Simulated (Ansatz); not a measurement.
The reference is BeSe in the zinc blende structure (space group F-43m, No. 216; a = 5.0816 Å). Axes: x, y, z lie along the cube axes.

The values are results of LDA/PAW in Ansatz (a quantum-chemistry and plane-wave program), scalar-relativistic without spin-orbit coupling, not measurements.

Before the change:

| Property | Value |
|---|---|
| Shortest interatomic distance | 2.200 Å |
| Electron mass | 0.83 mₑ along k, 0.26 mₑ across (at X) |
| Band gap | 2.40 eV |
| Pressure | -0.01 GPa |

One thing is altered: compressive biaxial strain of 1.50 % in the plane normal to [001], as in epitaxy on a mismatched substrate; the out-of-plane cell vector and the atoms relax.

Task: Estimate the effect on the shortest interatomic distance, electron mass, band gap and pressure.

Result: The shortest interatomic distance shrinks by 0.013 Å to 2.187 Å; the electron mass becomes 0.81 mₑ along k, 0.26 mₑ across (at X) (base: 0.83 mₑ along k, 0.26 mₑ across (at X)); the band gap falls by 0.16 eV, from 2.40 eV to 2.24 eV; the pressure (mean of the normal stresses, compression positive) increases by 1.58 GPa to 1.57 GPa.

Masses are band curvatures over ±0.01 Å⁻¹ around the edge. Along k means along the line from Γ to the band edge. Stability against distortions was not tested.
